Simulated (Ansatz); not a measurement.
The starting structures come from a database of crystals and need not be the phases stable at ambient conditions.

 Where the default PAW files enter, the runs use the earlier of Ansatz's two default sets.

Tunnelling through a barrier is set by its complex band structure: the current falls as exp(−2κd) with the smallest κ.

Here is the system:

```
FeP4Si4
1.0
    5.53769     0.00000     0.00000
    0.48894     6.03489     0.00000
   -1.63234    -1.66771     4.27274
Fe Si P
1 4 4
Cartesian
 -1.14211   4.36765   4.27107
  0.50690   3.59029   2.90704
  3.55349   3.03615   1.01785
  1.71070   0.11575   1.47798
 -1.07515   0.41557   3.61739
  5.55663   3.90773   0.66834
  2.72054   4.26639   2.70665
  0.94914   1.35429   3.26224
  3.90011   0.84891   1.40612
```

Space group of this cell: P1. The cell is taken as given; by PBEsol its mean pressure is -1.6 GPa.

Transport runs along the normal of the first two printed cell vectors.

No gap correction and no spin-orbit coupling; mid-gap values are interpolated between computed energies.

**Question.** Compute, with Ansatz (a first-principles code) with PBEsol, the band gap and the smallest decay constant κ at mid-gap.

**Answer.** Gap 0.94 eV on a 6×6×8 mesh; κ = 0.172 1/Å, at (-0.333, 0.333) of the in-plane reciprocal vectors. At the zone centre, at the nearest computed energy, the slowest state has κ = 0.23 1/Å.
